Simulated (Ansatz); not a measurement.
Consider HfC in the rock salt structure (space group Fm-3m, No. 225; relaxed with 0.1 eV smearing).

```
HfC
1.0
    0.00000     2.30353     2.30353
    2.30353     0.00000     2.30353
    2.30353     2.30353     0.00000
Hf C
1 1
Cartesian
  0.00000   0.00000   0.00000
  2.30353   2.30353   2.30353
```

Cartesian axes are those of the cell as printed.

The values are results of PBEsol in Ansatz (plane waves to 420 eV, PAW, no spin-orbit coupling), not measurements.

Base values:

The band gap comes out as zero.

Now apply this change: a pure shear with ε_xy = ε_yx = 0.0171, atoms relaxed at fixed cell.

### Question
What happens to the band gap, stress and energy relative to the base?

### Answer
The band gap remains zero; the stress (xx, yy, zz, yz, xz, xy; compression positive) comes out as (0.1, 0.1, 0.0, 0.0, 0.0, -6.0) GPa; the energy rises by 7.8 meV/atom.

The cells carry an imposed strain or load. No phonon test of stability was made. The final runs are not spin-polarised.

Ansatz is a program for electronic structure.
